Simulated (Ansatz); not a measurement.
Consider Ag in the fcc (Cu type) structure (space group Fm-3m, No. 225; a = 4.0009 Å; relaxed with 0.1 eV smearing). Axes: x, y, z lie along the cube axes.

Method: LDA, PAW, 420 eV (Ansatz, a first-principles code; no SOC).

Modification: uniaxial strain ε_zz = −1.50 %, all other strain components held at zero, atoms relaxed at fixed cell.

Task: Predict the stress tensor and what it implies for the stiffness.

Result: Stress of the strained cell less that of the base (GPa, compression positive):
```
    2.0     0.0     0.0
    0.0     2.0     0.0
    0.0     0.0     2.6
```

Then −Δσ_ii/ε with ε = -0.0150 gives secant stiffness values (nonlinear terms included at this strain): C33 ≈ 177 GPa, C13 ≈ 132 GPa and C23 ≈ 132 GPa.

Whether these cells are dynamically stable was not tested.
